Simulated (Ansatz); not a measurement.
Reference: BP (F-43m), r2SCAN with spin-orbit coupling, rigid bands (plane waves, PAW; Ansatz, a quantum-chemistry and plane-wave program); axes and stresses refer to this cell.

```xyz
2
Lattice="0.0000 2.2682 2.2682 2.2682 0.0000 2.2682 2.2682 2.2682 0.0000" Properties=species:S:1:pos:R:3 pbc="T T T"
B      0.0000     0.0000     0.0000
P      1.1341     1.1341     1.1341
```

The hole conductivity mass is 0.40 mₑ and the Seebeck coefficient, n-type 1e19 cm⁻³ comes out as -336 μV/K. The band gap is 1.40 eV.

Task: Change: biaxial stress xx = yy = -2 GPa (compression positive). What happens to hole conductivity mass, Seebeck coefficient, n-type 1e19 cm⁻³, band gap?

Result: hole conductivity mass moves little, to 0.39 mₑ; Seebeck coefficient, n-type 1e19 cm⁻³ falls in size to -282 μV/K; band gap decreases to 1.31 eV.

Task: Change: hydrostatic pressure 2 GPa. What happens to hole conductivity mass, Seebeck coefficient, n-type 1e19 cm⁻³, band gap?

Result: hole conductivity mass moves little, to 0.40 mₑ; Seebeck coefficient, n-type 1e19 cm⁻³ moves little, to -337 μV/K; band gap moves little, to 1.38 eV.

Task: Change: uniaxial stress along [110] of 1 GPa (compression positive). What happens to hole conductivity mass, Seebeck coefficient, n-type 1e19 cm⁻³, band gap?

Result: hole conductivity mass moves little, to 0.40 mₑ; Seebeck coefficient, n-type 1e19 cm⁻³ moves little, to -332 μV/K; band gap moves little, to 1.38 eV.

Task: Change: uniaxial stress along [110] of 2 GPa (compression positive). What happens to hole conductivity mass, Seebeck coefficient, n-type 1e19 cm⁻³, band gap?

Result: hole conductivity mass drops to 0.38 mₑ; Seebeck coefficient, n-type 1e19 cm⁻³ decreases in size to -324 μV/K; band gap falls to 1.35 eV.

Masses are for dilute carriers at 300 K, harmonic means over directions unless an axis is named. Seebeck coefficients are for the stated density at 300 K, with one relaxation time for all states and whether or not that doping can be reached. Stresses and pressures are the targets of the relaxation.  The structure type is held under load, also where the real crystal would transform.
